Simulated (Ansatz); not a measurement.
**CdS: pressure 50 GPa**

The parent structure is CdS in the zinc blende structure (space group F-43m, No. 216; a = 5.878 Å).

One thing is altered: a hydrostatic pressure of 50 GPa.

Calculations: r2SCAN in Ansatz (plane waves to 500 eV, PAW, no SOC). Settings: 10×10×10 k-points, 0.05 eV Fermi–Dirac smearing.

- Volume per atom: 17.62 Å³ (base 25.38 Å³)
- Density: 6.81 g/cm³ (base 4.73 g/cm³)
- Lattice parameter a: 5.204 Å (base 5.878 Å)
- Shortest interatomic distance: 2.253 Å (base 2.545 Å)
- Enthalpy H = E + PV relative to the base's energy: +6.37 eV/atom
- Band gap: 2.21 eV (base 1.54 eV)
- Gap character: direct at Γ (base direct at Γ)
- Width of the top valence band: 3.74 eV (base 2.16 eV)
- Electron mass: 0.19 mₑ (at Γ) (base 0.15 mₑ (at Γ))
- Valley order (the lowest conduction-band minima on the path, energy above the VBM, named in the base's zone): Γ 2.21 eV; X along ⟨100⟩ 3.11 eV; L along ⟨111⟩ 3.69 eV (base Γ 1.54 eV; L along ⟨111⟩ 3.44 eV; X along ⟨100⟩ 3.89 eV)

Load acts through the strain it causes; cell and atoms are relaxed under it. Masses are band curvatures over ±0.01 Å⁻¹ around the edge. Stability against distortions was not tested. Tetrahedral semiconductors of this kind turn to denser phases somewhere between about 1 and 50 GPa; those were not computed, so compressed cells here can lie past the real transition.

Ansatz is an electronic-structure program.
